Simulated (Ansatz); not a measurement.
A computed series for ZnSnN2: pressure series

Base system: ZnSnN$_{2}$ (space group Pna2_1, No. 33).

```cif
data_N8Sn4Zn4
_chemical_formula_sum 'Zn4 Sn4 N8'
_space_group_name_H-M_alt 'Pna21'
_space_group_IT_number 33
_space_group_name_Hall 'P 2c -2n'
_cell_length_a 5.90561
_cell_length_b 6.80455
_cell_length_c 5.53722
_cell_angle_alpha 90.000
_cell_angle_beta 90.000
_cell_angle_gamma 90.000
loop_
_atom_site_label
_atom_site_type_symbol
_atom_site_symmetry_multiplicity
_atom_site_Wyckoff_symbol
_atom_site_fract_x
_atom_site_fract_y
_atom_site_fract_z
_atom_site_occupancy
Zn1 Zn 4 a 0.41703 0.12502 0.49893 1
Sn1 Sn 4 a 0.08738 0.12498 0.99933 1
N1 N 4 a 0.08249 0.12599 0.37828 1
N2 N 4 a 0.08027 0.62392 0.37345 1
```

Cell and atoms are relaxed at each pressure.

Computed with Ansatz (a quantum-chemistry and plane-wave program), PBE, PAW, cutoff 420 eV, scalar-relativistic without spin-orbit coupling.

Notes on the quantities. band gap: uncertain: the edges found look like a band crossing or inverted bands; the base alone; enthalpy: H = E + PV relative to the base's energy.

| change | volume per atom | band gap | enthalpy |
|---|---|---|---|
| base | 13.91 Å³ | 0.11 eV | – |
| pressure 0.3 GPa | 13.88 Å³ | 0.12 eV | +0.03 eV/atom |
| pressure 0.7 GPa | 13.84 Å³ | 0.13 eV | +0.06 eV/atom |
| pressure 1.5 GPa | 13.75 Å³ | 0.14 eV | +0.13 eV/atom |
| pressure 3 GPa | 13.61 Å³ | 0.17 eV | +0.26 eV/atom |
| pressure 5 GPa | 13.43 Å³ | 0.20 eV | +0.43 eV/atom |
| pressure 7.5 GPa | 13.22 Å³ | 0.24 eV | +0.63 eV/atom |
| pressure 10 GPa | 13.03 Å³ | 0.27 eV | +0.84 eV/atom |

Load acts through the strain it causes; cell and atoms are relaxed under it. Whether these cells are dynamically stable was not tested. No other phases were tried under pressure. The zero or small gap of ZnSnN2 can change with the level of theory.
